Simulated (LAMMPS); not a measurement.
Consider C (diamond structure), 216 atoms, at 2400 K and 5 GPa, heated as the crystal in molecular dynamics.

Computed with classical MD, pair style airebo 3.0 1 1, file CH.airebo (LAMMPS).

Starting crystal:

```
C
1.0
    3.56700     0.00000     0.00000
    0.00000     3.56700     0.00000
    0.00000     0.00000     3.56700
C
8
Cartesian
  0.00000   0.00000   1.78350
  0.89175   2.67525   0.89175
  0.00000   1.78350   0.00000
  0.89175   0.89175   2.67525
  1.78350   0.00000   0.00000
  2.67525   2.67525   2.67525
  1.78350   1.78350   1.78350
  2.67525   0.89175   0.89175
```

Task: Predict the state found, the first peak of g(r), the volume per atom.

Result: state found: crystal; no diffusion seen in 15 ps; first peak of g(r): 1.54 Å, height 4.0; volume per atom: 5.784 ± 0.001 Å³/atom.

Caution: in nature this polymorph isn't the stable one over the whole range of temperature at this pressure, and short runs keep a crystal in its starting form. Caution: a run this short can hold a crystal over, or a liquid under, the potential's own melting point, which these runs don't give.
